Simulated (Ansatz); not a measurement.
Take ZrO₂ (space group P2_1/c, No. 14) as the base.

```
CELL_PARAMETERS angstrom
      5.18987     0.00000     0.00000
      0.00000     5.24188     0.00000
     -0.90466     0.00000     5.30184
ATOMIC_POSITIONS crystal
  Zr 0.27576 0.04379 0.21002
  Zr 0.72424 0.54379 0.28998
  Zr 0.72424 0.95621 0.78998
  Zr 0.27576 0.45621 0.71002
  O  0.06497 0.32630 0.35005
  O  0.93503 0.82630 0.14995
  O  0.93503 0.67370 0.64995
  O  0.06497 0.17370 0.85005
  O  0.45100 0.75674 0.47552
  O  0.54900 0.25674 0.02448
  O  0.54900 0.24326 0.52448
  O  0.45100 0.74326 0.97552
```

Calculations: PBE/PAW in Ansatz (a first-principles code), without spin-orbit coupling.

Before the change:

Band gap: 3.65 eV
Volume per atom: 12.02 Å³
Smallest direct gap: 3.71 eV

The change: a hydrostatic pressure of 7 GPa.

### Question
Predict the new band gap, volume per atom and smallest direct gap.

### Answer
The band gap rises by 0.117 eV to 3.76 eV; the volume per atom shrinks by 0.51 Å³ (12.02 Å³ → 11.51 Å³); the smallest direct gap increases by 0.12 eV to 3.83 eV.

Load acts through the strain it causes; cell and atoms are relaxed under it. No phonon test of stability was made. Competing high-pressure phases were not computed.
